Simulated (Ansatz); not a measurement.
Take CsSnI₃ in the cubic perovskite structure (space group Pm-3m, No. 221; a = 6.031 Å) as the base. Axes: x, y, z lie along the cube axes.

Level of theory: Ansatz (a program for electronic structure), LDA, PAW, cutoff 420 eV, without spin-orbit coupling.

Before the change:

```
Property            Value
---------------  --------
Pressure          0.0 GPa
Volume per atom  43.86 Å³
```

One thing is altered: biaxial strain +1.50 %, plane normal [111], relaxed out of plane (Cartesian); in-plane vectors clamped, the third vector and the atoms free.

**Question.** What does the calculation give for the energy relative to the base after the change?

**Answer.** The energy increases by 1.3 meV/atom.

**Question.** What happens to the pressure?

**Answer.** The pressure (mean of the normal stresses, compression positive) goes from zero to -0.2 GPa.

**Question.** How does this affect the volume per atom?

**Answer.** The volume per atom grows by 0.43 Å³ (43.86 Å³ → 44.29 Å³).

No phonon test of stability was made. All final runs are without spin polarisation. Many cubic perovskites are stable only at high temperature; tilts and polar distortions were not tested.
